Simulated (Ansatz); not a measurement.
Base system: HfO₂ (space group P4_2/nmc, No. 137; a = 3.605 Å, c = 5.265 Å). Axes: x, y, z lie along a, b, c of the conventional cell.

Structures relaxed with PBE in Ansatz (plane waves to 420 eV, PAW, no spin-orbit coupling), earlier PAW set.

Base:

Simulated powder pattern, Cu Kα1, λ = 1.54056 Å (kinematic, ideal powder, no thermal factors, no anomalous dispersion; the 10 strongest lines at most, above 2 %, up to 2θ = 90°):

| 2θ (°) | I/Imax (%) | hkl |
|---|---|---|
| 30.02 | 100 | (101) |
| 34.03 | 13 | (002) |
| 35.18 | 22 | (110) |
| 49.75 | 32 | (112) |
| 50.60 | 16 | (200) |
| 58.44 | 16 | (103) |
| 59.96 | 30 | (211) |
| 62.39 | 11 | (202) |
| 80.90 | 13 | (213) |
| 82.22 | 6.2 | (301) |

The change: the cell is compressed by 1.69 % along z with no lateral relaxation, atoms relaxed at fixed cell.

Q: Predict the new powder pattern.

A: 
Simulated powder pattern, Cu Kα1, λ = 1.54056 Å (kinematic, ideal powder, no thermal factors, no anomalous dispersion; the 10 strongest lines at most, above 2 %, up to 2θ = 90°):

```tsv
2θ (°)	d (Å)	I/Imax (%)	hkl
30.19	2.958	100	(101)
34.63	2.588	13	(002)
35.18	2.549	22	(110)
50.19	1.816	32	(112)
50.60	1.802	17	(200)
59.33	1.556	16	(103)
60.06	1.539	30	(211)
62.77	1.479	10	(202)
81.68	1.178	13	(213)
82.31	1.170	6.3	(301)
```

The indices refer to the base's conventional cell; one index is shown for lines that coincide.

The cells carry an imposed strain or load. No phonon test of stability was made. This is not the structure that HfO2 has at room temperature and ambient pressure.

Ansatz is a program for electronic structure.
